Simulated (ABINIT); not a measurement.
Worked example: self-consistent single point of CdSe (F-43m, 2 atoms in the cell) in ABINIT.

Computed with PBE, spin-orbit coupling, PAW (JTH v2.0 PBE PAW) (plane waves; ABINIT).

```
CdSe
1.0
    0.00000     3.04202     3.04202
    3.04202     0.00000     3.04202
    3.04202     3.04202     0.00000
Cd Se
1 1
Cartesian
  0.00000   0.00000   0.00000
  4.56304   4.56304   4.56304
```

Reference input (self-consistent single point, DFT, PBE, plane waves, PAW (JTH v2.0 PBE PAW)): pseudos = [Cd.GGA_PBE-JTH.xml, Se.GGA_PBE-JTH.xml]; ecut = 20 Ha; pawecutdg = 40 Ha; pawxcdev = 0; occopt = 1; ngkpt = 6 6 6; nshiftk = 1; shiftk = 0 0 0; potentials = JTH v2.0 PBE PAW; nband = 11; kptopt = 1; nstep = 60. This run's input differs from it in these lines:

```diff
@@ -18,5 +18,7 @@
 pawxcdev 0
+nspinor 2
+nspden 1
 occopt 1
-nband 11
-kptopt 1
+nband 22
+kptopt 4
 ngkpt 6 6 6
```

Output, abridged:

```
--- !BeginCycle
solver: {iscf: 17, nstep: 60, nline: 4, wfoptalg: 10, }
tolerances: {tolvrs: 1.00E-10, }
...

     iter   Etot(hartree)      deltaE(h)  residm     nres2
 ETOT  1  -57.054227913254    -5.705E+01 2.916E-01 3.709E+00
 ETOT  2  -57.175115055082    -1.209E-01 4.261E-02 8.084E-01
 ETOT  3  -57.173178358861     1.937E-03 1.345E-02 1.052E-01
 ETOT  4  -57.174427346057    -1.249E-03 1.525E-02 8.852E-02
 ETOT  5  -57.175825214236    -1.398E-03 4.953E-03 3.009E-02
   [... 25 lines left out ...]
 ETOT 31  -57.177335133877     1.360E-10 7.300E-07 4.471E-09
 ETOT 32  -57.177335133877    -2.842E-14 2.669E-07 4.180E-10
 ETOT 33  -57.177335133884    -6.985E-12 4.738E-07 1.608E-10
 ETOT 34  -57.177335133888    -3.602E-12 1.747E-07 3.355E-11
 At SCF step   34       nres2   =  3.36E-11 < tolvrs=  1.00E-10 =>converged.

 Cartesian components of stress tensor (hartree/bohr^3)
  sigma(1 1)= -9.33461913E-05  sigma(3 2)=  0.00000000E+00
  sigma(2 2)= -9.33461913E-05  sigma(3 1)=  0.00000000E+00
  sigma(3 3)= -9.33461913E-05  sigma(2 1)=  0.00000000E+00

 ----iterations are completed or convergence reached----

 reduced coordinates (array xred) for    2 atoms
       0.000000000000      0.000000000000      0.000000000000
       0.750000000000      0.750000000000      0.750000000000
 cartesian forces (eV/Angstrom) at end:
    1     -0.00000000000000    -0.00000000000000    -0.00000000000000
    2     -0.00000000000000    -0.00000000000000    -0.00000000000000
 frms,max,avg= 0.0000000E+00 0.0000000E+00   0.000E+00  0.000E+00  0.000E+00 e/A
   [... lines left out ...]
 Fermi (or HOMO) energy (hartree) =   0.05898   Average Vxc (hartree)=  -0.32198
 Fermi (or HOMO) energy (eV) =   1.60492   Average Vxc (eV)=  -8.76142
   [... lines left out ...]
local_psp           : -4.49279074994104E+01
total_energy        : -5.71773341886492E+01
total_energy_eV     : -1.55587438869883E+03
...

-Cartesian components of stress tensor (GPa)         [Pressure=  2.7463E+00 GPa]
- sigma(1 1)= -2.74633930E+00  sigma(3 2)=  0.00000000E+00
- sigma(2 2)= -2.74633930E+00  sigma(3 1)=  0.00000000E+00
- sigma(3 3)= -2.74633930E+00  sigma(2 1)=  0.00000000E+00

 Calculation completed.
```

The run converged in 34 iterations. Against the reference run the pressure hardly changes (2.78 to 2.75 GPa) and the gap on the mesh goes from 0.597 to 0.480 eV.

The starting cell comes from a database of computed structures (which also holds hypothetical and non-ambient phases and stackings), without a prior relaxation at this level. Its lattice was rescaled by a random factor within 2.5 % of one.

Cost on one core of a shared machine: roughly 3 min.
